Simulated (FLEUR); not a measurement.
Worked example: self-consistent single point of Mg3Sn (I4/mmm, 4 atoms in the cell) in FLEUR.

Computed with PBEsol, all-electron FLAPW (FLEUR), scalar-relativistic valence.

```xyz
4
Lattice="-2.2315 2.2315 4.4998 2.2315 -2.2315 4.4998 2.2315 2.2315 -4.4998" Properties=species:S:1:pos:R:3 pbc="T T T"
Mg     0.0000     0.0000     4.4998
Mg     2.2315     0.0000     2.2499
Mg     0.0000     2.2315     2.2499
Sn     0.0000     0.0000     0.0000
```

Reference input (self-consistent single point, DFT, PBEsol, all-electron FLAPW (FLEUR), scalar-relativistic valence): Kmax = 3.8 1/bohr; GmaxXC = 13.3 1/bohr; xcFunctional = PBEs; jspins = 1; l_soc = F; mode = gauss; fermiSmearingEnergy = 0.00999582 Htr; mesh (inpgen div1-3) = 8 8 8; inpgen gamma flag = true; Gmax = 13.3 1/bohr; numbands = 0; maxIterBroyd = 15. This run's input differs from it in these lines:

```diff
@@ -17,3 +17,3 @@
 &exco xctyp='PBEs' /
-&kpt div1=8 div2=8 div3=8 gamma=t /
+&kpt div1=6 div2=6 div3=6 gamma=t /
 &end /
```

Log, with long lists cut:

```
 Iteration:     1   Distance:       3.22900577 me/bohr^3
 Iteration:     2   Distance:       3.02344744 me/bohr^3
 Iteration:     3   Distance:       1.28560112 me/bohr^3
 Iteration:     4   Distance:       0.74215358 me/bohr^3
 Iteration:     5   Distance:       0.53089664 me/bohr^3
   [... 5 lines left out ...]
 Iteration:    11   Distance:       0.00066975 me/bohr^3
 Iteration:    12   Distance:       0.00023926 me/bohr^3
 Iteration:    13   Distance:       0.00012395 me/bohr^3
 Iteration:    14   Distance:       0.00000872 me/bohr^3
 Run finished successfully
 Stop message:
   Structural relaxation: Done

[file out, last iteration]
             iter=     15
[...]
          total density-effective poten   -1.1148837607E+04
          total charge density-energy d   -2.1063950394E+02
 Updated energy parameters for spin:           1
[...]
 fermi energy and band-weighting factors:
    0.655735    0.655735

[...]
FERMIE:
          first approx. to ef    (T=0)  :   0.193631 htr   (energy of the highest occ. eigenvalue)
          number of occ. states  (T=0)  :        662
          first approx. to seigv (T=0)  : -45.606270 htr
          sum of weights of occ. states :  22.009259
          sum of semicore charge        :   0.000000 e
          fermi energy=   0.19444 har   work function=  -5.29099 ev
          number of valence electrons=  43.99999
   [... lines left out ...]
          total moment                 =     0.00000
 Direct bandgap for spin            1 :    4.9201120274247057E-003  Htr
 ---->    free energy=                     -6776.1291368759 htr
   [... lines left out ...]
 TOTAL FORCE FOR ATOM TYPE=  1  X=  0.000   Y=  0.000   Z=  8.503
                       FX_TOT= 0.000000 FY_TOT= 0.000000 FZ_TOT= 0.000000
 TOTAL FORCE FOR ATOM TYPE=  2  X=  0.000   Y=  4.217   Z= -4.252
                       FX_TOT= 0.000000 FY_TOT= 0.000000 FZ_TOT= 0.000000
 TOTAL FORCE FOR ATOM TYPE=  3  X=  0.000   Y=  0.000   Z=  0.000
                       FX_TOT= 0.000000 FY_TOT= 0.000000 FZ_TOT= 0.000000
 Structural relaxation: Done
```

The run converged in 14 iterations. FLEUR gives forces in its relaxation mode, with a further iteration, so its stop message speaks of a relaxation. Against the reference run the total energy goes up by 6.5 meV/atom.

The starting cell comes from a database of computed structures (which also holds hypothetical and non-ambient phases and stackings), without a prior relaxation at this level. Values depend on the basis (sphere radii, cutoffs, local orbitals), which need not be converged. The log's line on a gap gives a spacing of levels on this mesh, which the program prints for metals too.

Cost on one core of a shared machine: roughly 80 s.
